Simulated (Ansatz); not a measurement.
## Li under a change: isotropic strain +1.50 %

Base system: Li in the bcc (W type) structure (space group Im-3m, No. 229; a = 3.4352 Å; relaxed with 0.1 eV smearing).

Now apply this change: every lattice vector is stretched by 1.50 %, atoms relaxed at fixed cell.

Level of theory: Kohn–Sham DFT with the PBE functional, run in Ansatz (a first-principles code) with PAW and 420 eV plane waves, scalar-relativistic without spin-orbit coupling. k-mesh 27×27×27 (Γ-centred); smearing 0.1 eV (Fermi–Dirac).

| quantity | base | changed | shift |
|---|---|---|---|
| volume per atom | 20.27 Å³ | 21.19 Å³ | +0.926 Å³ |
| space group | Im-3m (No. 229) | Im-3m (No. 229) | – |
| shortest interatomic distance | 2.975 Å | 3.020 Å | +0.045 Å |
| energy relative to the base (free energy F) | 0 meV/atom | +1.7 meV/atom | +1.7 meV/atom |
| pressure | 0.0 GPa | -0.6 GPa | -0.6 GPa |
| band gap | zero | zero | – |

Final structure:

```yaml
crystal:
  lattice:
    - [-1.74335, 1.74335, 1.74335]
    - [1.74335, -1.74335, 1.74335]
    - [1.74335, 1.74335, -1.74335]
  atoms:
    - { symbol: Li, position: [0.00000, 0.00000, 0.00000] }
```

No phonon test of stability was made.
